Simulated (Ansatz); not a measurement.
The parent structure is Pd in the fcc (Cu type) structure (space group Fm-3m, No. 225; a = 3.878 Å; relaxed with 0.1 eV smearing). Axes: x, y, z lie along the cube axes.

The values are results of PBEsol/PAW in Ansatz (a quantum-chemistry and plane-wave program), no spin-orbit coupling, not measurements.

Before the change:

| Item | Result |
|---|---|
| Shortest interatomic distance | 5.182 bohr |

Now apply this change: biaxial strain −2.50 %, plane normal [111], relaxed out of plane (Cartesian); in-plane vectors clamped, the third vector and the atoms free.

Task: What happens to the in-plane stress, shortest interatomic distance, energy relative to the base and ratio −ε⊥/ε∥?

Result: The mean in-plane stress (compression positive) is +9.8 GPa; the shortest interatomic distance shrinks by 0.130 bohr to 5.052 bohr; the energy rises by 21 meV/atom; the ratio −ε⊥/ε∥ is 0.94.

Stability against distortions was not tested. The final runs are not spin-polarised.
